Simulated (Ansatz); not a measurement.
Reference: KCdF3 (Pm-3m), PBEsol, rigid bands (plane waves, PAW, scalar-relativistic; Ansatz, an electronic-structure program); axes and stresses refer to this cell.

```
CELL_PARAMETERS angstrom
      4.38503     0.00000     0.00000
      0.00000     4.38503     0.00000
      0.00000     0.00000     4.38503
ATOMIC_POSITIONS crystal
  K  0.00000 0.00000 0.00000
  Cd 0.50000 0.50000 0.50000
  F  0.00000 0.50000 0.50000
  F  0.50000 0.00000 0.50000
  F  0.50000 0.50000 0.00000
```

The band gap is 2.96 eV and the electron conductivity mass is 0.45 mₑ. The Seebeck coefficient, p-type 1e19 cm⁻³ comes out as 497 μV/K.

Q: Change: functional r2SCAN on the same cell. What happens to band gap, electron conductivity mass, Seebeck coefficient, p-type 1e19 cm⁻³?

A: band gap increases to 3.84 eV; electron conductivity mass grows to 0.48 mₑ; Seebeck coefficient, p-type 1e19 cm⁻³ moves little, to 499 μV/K.

Masses are for dilute carriers at 300 K, harmonic means over directions unless an axis is named. Seebeck coefficients are for the stated density at 300 K, with one relaxation time for all states and whether or not that doping can be reached. Spin-orbit coupling is left out unless a row names it. 

Computed structure with no diffraction record at hand here (it may be known, metastable or hypothetical): KCdF3 (Pm-3m).
